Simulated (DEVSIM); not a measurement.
System: Pt/La2O3/SiO2/p-Si capacitor, at 400 K.

```
layer (left to right)  material  thickness (nm)  Na (cm⁻³)
---------------------  --------  --------------  ---------
1                         La2O3            2.20          -
2                          SiO2            1.40          -
3                            Si            2300       6e16
```

Metal gate on the left, work function 5.6 eV. Fixed charge at the semiconductor interface 0 cm⁻² (in units of +e); interface traps 1e11 cm⁻² eV⁻¹, uniform in energy, neutral level at 0.7 of the gap above the valence band.

This is a model device: material constants are rounded textbook-type values typed into the input, and sizes, dopings and lifetimes were drawn at random. Values at 300 K; Nc and Nv go as T^1.5, mobilities as T to minus their exponent, the gap by Varshni's rule with the affinity fixed.

```tsv
parameter	La2O3	SiO2	Si
gap (eV)	5.8	9	1.124
affinity (eV)	1.8	0.9	4.05
permittivity	27	3.9	11.7
Nc (cm⁻³)	-	-	2.86e19
Nv (cm⁻³)	-	-	3.1e19
Varshni α (eV/K)	-	-	0.000473
Varshni β (K)	-	-	636
```

DEVSIM, 1D Poisson equation in equilibrium, Boltzmann statistics, complete ionisation; no quantum confinement or tunnelling. Metal contacts follow the ideal Schottky-Mott rule: no Fermi-level pinning, no interface dipoles.

The interface trap density was swept, all else fixed.

```
interface trap density (cm^-2 eV^-1)  flat-band voltage (V)  minimum of the low-frequency capacitance (μF/cm²)  threshold voltage (band bending 2φF) (V)
------------------------------------  ---------------------  -------------------------------------------------  ----------------------------------------
0                                                      0.68                                              0.102                                      1.38
1e10                                                   0.68                                              0.104                                      1.38
1e11                                                   0.68                                              0.116                                      1.38
3e11                                                   0.67                                              0.144                                      1.38
1e12                                                   0.64                                              0.236                                      1.39
2e12                                                   0.60                                              0.352                                      1.40
```

From the first row to the last the flat-band voltage goes from 0.68 to 0.60. From the first row to the last the minimum of the low-frequency capacitance goes from 0.102 to 0.352.
